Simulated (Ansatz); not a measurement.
## MoTe2: pressure series

The reference is MoTe2 in the 2H-MoS2 type structure (space group P6_3/mmc, No. 194; a = 3.497 Å, c = 13.696 Å; layered, stacked along the Cartesian z axis).

Cell and atoms are relaxed at each pressure.

Computed with Ansatz (a program for electronic structure), PBE-D3(BJ), PAW, cutoff 420 eV, spin-orbit coupling left out.

Notes on the quantities. enthalpy: H = E + PV relative to the base's energy.

| variant | smallest direct gap | band gap | gap character | enthalpy | shortest interatomic distance |
|---|---|---|---|---|---|
| base | 1.03 eV | 0.60 eV | indirect, Γ → K–Γ (44 % along) | – | 2.716 Å |
| pressure −2 GPa | 1.03 eV | ___ | ___ | -0.31 eV/atom | ___ |
| pressure −1 GPa | 1.05 eV | 0.68 eV | indirect, Γ → K–Γ (44 % along) | -0.15 eV/atom | 2.722 Å |
| pressure 0.3 GPa | 1.00 eV | 0.58 eV | indirect, Γ → K–Γ (44 % along) | +0.05 eV/atom | 2.714 Å |
| pressure 0.7 GPa | 0.97 eV | 0.54 eV | indirect, K–Γ (81 % along) → K–Γ (44 % along) | +0.10 eV/atom | 2.712 Å |
| pressure 1.5 GPa | 0.90 eV | 0.46 eV | indirect, K–Γ (81 % along) → K–Γ (44 % along) | +0.22 eV/atom | 2.708 Å |
| pressure 5 GPa | 0.67 eV | 0.19 eV | indirect, K–Γ (87 % along) → K–Γ (44 % along) | +0.72 eV/atom | 2.691 Å |
| pressure 7.5 GPa | – | zero | – | +1.07 eV/atom | 2.681 Å |
| pressure 10 GPa | – | zero | – | +1.40 eV/atom | 2.671 Å |

Problem. Fill in the withheld entries from the trend.

Solution. 
- pressure −2 GPa, band gap: 0.80 eV
- pressure −2 GPa, gap character: indirect, K → K–Γ (40 % along)
- pressure −2 GPa, shortest interatomic distance: 2.729 Å

A case with no gap was solved on a k-mesh chosen for an insulator, which is coarse for it. Spin-orbit coupling, missing from the scalar runs, can matter with Te. Load acts through the strain it causes; cell and atoms are relaxed under it. Stability against distortions was not tested. Competing high-pressure phases were not computed. The final runs are not spin-polarised. Gaps under 0.05 eV, about the width of the smearing, are given as zero. The D3 term's C6 switches between coordination references near this geometry, which can add small steps to energies. A zero or small gap of MoTe2 under pressure 5 GPa, MoTe2 under pressure 7.5 GPa and MoTe2 under pressure 10 GPa can be the functional's error rather than a property of the material.
